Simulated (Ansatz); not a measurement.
Consider Cr in the bcc (W type) structure (space group Im-3m, No. 229; a = 2.8296 Å; not spin-polarised; relaxed with 0.1 eV smearing). Axes: x, y, z lie along the cube axes.

Calculations: r2SCAN/PAW in Ansatz (a program for electronic structure), without spin-orbit coupling.

Strains are applied to the cell and any free atomic positions relax; under biaxial strain the out-of-plane vector relaxes too; under stress the whole cell relaxes.

One change was made to it. Results:

The energy stays essentially unchanged; the shortest interatomic distance stays 2.451 Å.

Problem. Which change produced these results?
A) biaxial strain −3.54 %, plane normal [001], relaxed out of plane
B) tensor shear ε_xy = +1.54 %
C) uniaxial stress, 0.5 GPa tension along x

Solution. C, uniaxial stress, 0.5 GPa tension along x. For comparison, the energy relative to the base in the other runs: tensor shear ε_xy = +1.54 % gives +3.6 meV/atom; biaxial strain −3.54 %, plane normal [001], relaxed out of plane gives +57 meV/atom.

Stability under load was not tested beyond the relaxation. Starting moments died away, wholly or in part, for the base; another magnetic solution may exist. All final runs are without spin polarisation. Real Cr is antiferromagnetic at low temperature and ambient pressure, an order that this cell doesn't hold.
